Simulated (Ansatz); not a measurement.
The reference is TiC in the rock salt structure (space group Fm-3m, No. 225; a = 4.3331 Å; relaxed with 0.1 eV smearing).

All numbers come from PBE (Ansatz, an electronic-structure program), no SOC.

For the base:

Pressure: 0.0 GPa
Band gap: zero

Now apply this change: an isotropic linear strain of +1.00 %, atoms relaxed at fixed cell.

Problem. Predict the new energy relative to the base, pressure and band gap.

Solution. The energy grows by 6.9 meV/atom; the pressure goes from zero to -7.0 GPa; the band gap stays zero.

Whether these cells are dynamically stable was not tested. The final runs are not spin-polarised.
